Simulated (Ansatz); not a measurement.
**BSiCN (model structure, started from the AlSiCN type, P3m1, No. 156, 4 atoms in the cell)**

Level of theory: r²SCAN (plane waves, PAW; Ansatz, a first-principles code).

Run with plane-wave cutoff 560 eV, 12×12×8 k mesh (along the axes of the cell as run), Fermi–Dirac smearing 0.01 eV, scalar-relativistic PAW data made under PBE.

Cell (relaxed at this level):

```cif
data_CBNSi
_chemical_formula_sum 'B1 Si1 C1 N1'
_space_group_name_H-M_alt 'P3m1'
_space_group_IT_number 156
_space_group_name_Hall 'P 3 -2"'
_cell_length_a 2.86735
_cell_length_b 2.86735
_cell_length_c 4.62964
_cell_angle_alpha 90.000
_cell_angle_beta 90.000
_cell_angle_gamma 120.000
loop_
_atom_site_label
_atom_site_type_symbol
_atom_site_symmetry_multiplicity
_atom_site_Wyckoff_symbol
_atom_site_fract_x
_atom_site_fract_y
_atom_site_fract_z
_atom_site_occupancy
B1 B 1 b 0.33333 0.66667 0.49028 1
Si1 Si 1 c 0.66667 0.33333 0.00251 1
C1 C 1 b 0.33333 0.66667 0.14444 1
N1 N 1 c 0.66667 0.33333 0.61277 1
```

For BSiCN (model structure, started from the AlSiCN type, P3m1, No. 156, 4 atoms in the cell), the band gap comes out as 3.07 eV (on the SCF k mesh). The bulk modulus comes out as 269 GPa.

Note: the bulk modulus is −V dP/dV from two relaxed cells at ±2 % in volume; the relaxation could raise the start's symmetry but not lower it, so the cell can be a saddle point.

Computed values are for the static lattice.

Cost on a shared machine: around 2.1 core-minutes (rough).

A model structure was made by putting elements into a prototype or built by hand; it is no filed structure, need not be a known phase, and can be a saddle point held by its symmetry.
